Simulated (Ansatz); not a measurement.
SrTiO3, response to strain

The parent structure is SrTiO$_{3}$ in the cubic perovskite structure (space group Pm-3m, No. 221; a = 3.854 Å). Axes: x, y, z lie along the cube axes.

Strains are applied to the cell and any free atomic positions relax.

Method: DFT with LDA, PAW potentials and a 420 eV plane-wave cutoff in Ansatz (an electronic-structure program), no spin-orbit coupling.

Candidates:
(a) tensor shear ε_xy = +1.00 %
(b) tensor shear ε_xy = +0.33 %
(c) tensor shear ε_xy = +1.33 %
(d) tensor shear ε_xy = +0.67 %
(e) tensor shear ε_xy = +1.67 %

Base values:

- Smallest direct gap = 2.17 eV

Question: Order them by smallest direct gap, highest first.

Answer: (b) tensor shear ε_xy = +0.33 % (2.14 eV), (d) tensor shear ε_xy = +0.67 % (2.11 eV), (a) tensor shear ε_xy = +1.00 % (2.08 eV), (c) tensor shear ε_xy = +1.33 % (2.05 eV), (e) tensor shear ε_xy = +1.67 % (2.01 eV)

Stability against distortions was not tested. All final runs are without spin polarisation. Many cubic perovskites are stable only at high temperature; tilts and polar distortions were not tested.
